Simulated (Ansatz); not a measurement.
# Y, response to strain

Base system: Y in the hcp (Mg type) structure (space group P6_3/mmc, No. 194; relaxed with 0.1 eV smearing).

```
Y
1.0
    3.65235     0.00000     0.00000
   -1.82617     3.16303     0.00000
    0.00000     0.00000     5.70294
Y
2
Direct
  0.66667   0.33333   0.75000
  0.33333   0.66667   0.25000
```

Cartesian axes are those of the cell as printed.

Strains are applied to the cell and any free atomic positions relax; under biaxial strain the out-of-plane vector relaxes too.

Computed with Ansatz (an electronic-structure program) PBE, spin-orbit coupling left out.

Candidates:
(a) biaxial strain −2.00 %, plane normal [001], relaxed out of plane
(b) biaxial strain +0.50 %, plane normal [001], relaxed out of plane
(c) biaxial strain +2.50 %, plane normal [001], relaxed out of plane
(d) biaxial strain −2.50 %, plane normal [001], relaxed out of plane

### Question
Order them by out-of-plane strain, lowest first.

### Answer
(c) biaxial strain +2.50 %, plane normal [001], relaxed out of plane (-1.29 %), (b) biaxial strain +0.50 %, plane normal [001], relaxed out of plane (-0.26 %), (a) biaxial strain −2.00 %, plane normal [001], relaxed out of plane (+1.15 %), (d) biaxial strain −2.50 %, plane normal [001], relaxed out of plane (+1.46 %)

Stability against distortions was not tested. The final runs are not spin-polarised.
